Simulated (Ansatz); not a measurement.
**Pressure series in MgAl2C2**

Base system: MgAl2C2 (space group P-3m1, No. 164; a cell from a computed database, its experimental status unchecked).

```cif
data_C2Al2Mg
_chemical_formula_sum 'Mg1 Al2 C2'
_space_group_name_H-M_alt 'P 1'
_space_group_IT_number 1
_cell_length_a 3.37545
_cell_length_b 3.37545
_cell_length_c 5.77374
_cell_angle_alpha 90.000
_cell_angle_beta 90.000
_cell_angle_gamma 120.000
loop_
_space_group_symop_operation_xyz
  'x, y, z'
loop_
_atom_site_label
_atom_site_type_symbol
_atom_site_fract_x
_atom_site_fract_y
_atom_site_fract_z
_atom_site_occupancy
Mg1 Mg 0.00000 0.00000 0.00000 1
Al1 Al 0.66667 0.33333 0.34997 1
Al2 Al 0.33333 0.66667 0.65003 1
C1 C 0.33333 0.66667 0.26931 1
C2 C 0.66667 0.33333 0.73069 1
```

Cell and atoms are relaxed at each pressure.

The values are results of PBEsol (Ansatz, a quantum-chemistry and plane-wave program), scalar-relativistic without spin-orbit coupling, not measurements.

| pressure (GPa) | volume per atom (Å³/atom) |
|---|---|
| -2 | 11.569 |
| -1 | ? |
| 0 | 11.394 |
| 3 | 11.153 |
| 7 | 10.867 |
| 15 | 10.385 |
| 30 | 9.691 |
| 75 | 8.386 |

Q: Fit the third-order Birch–Murnaghan form P(V) = (3B₀/2)[(V₀/V)^(7/3) − (V₀/V)^(5/3)]·[1 + (3/4)(B₀′ − 4)((V₀/V)^(2/3) − 1)] (squares taken in P) to the rows shown and predict the withheld row.

A: Least squares on the printed values gives V₀ = 11.393 Å³/atom, B₀ = 136 GPa, B₀′ = 3.9; this predicts 11.479 Å³/atom, and the run gives 11.479 Å³/atom, in agreement.

Load acts through the strain it causes; cell and atoms are relaxed under it. No phonon test of stability was made. Competing high-pressure phases were not computed.
